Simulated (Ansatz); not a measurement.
Base system: MgTe in the zinc blende structure (space group F-43m, No. 216).

```yaml
crystal:
  lattice:
    - [0.00000, 3.21920, 3.21920]
    - [3.21920, 0.00000, 3.21920]
    - [3.21920, 3.21920, 0.00000]
  atoms:
    - { symbol: Mg, position: [0.00000, 0.00000, 0.00000] }
    - { symbol: Te, position: [0.25000, 0.25000, 0.25000] }
```

All numbers come from PBEsol (Ansatz, a quantum-chemistry and plane-wave program; PAW; 420 eV plane waves; without spin-orbit coupling), earlier PAW set.

One change was made to it. Results:

The shortest interatomic distance goes up by 0.036 Å (2.788 Å → 2.824 Å); the band gap becomes zero (base: 2.35 eV).

Q: Which of these changes matches the shifts?
(A) Te → Sn
(B) Te → Se
(C) Te → Rh

A: A, Te → Sn. For comparison, the shortest interatomic distance in the other runs: Te → Se gives 2.571 Å; Te → Rh gives 2.450 Å.

Spin-orbit coupling, missing from the scalar runs, can matter with Te. Whether these cells are dynamically stable was not tested. As relaxed here, MgSn and MgRh are hypothetical phases, not in the database extracts checked. For MgSe in this form, whether it has been made was not checked. All final runs are without spin polarisation. MgRh has a high density of states at the Fermi level and may be magnetic at this level. This is not the structure that MgSe has at room temperature and ambient pressure.
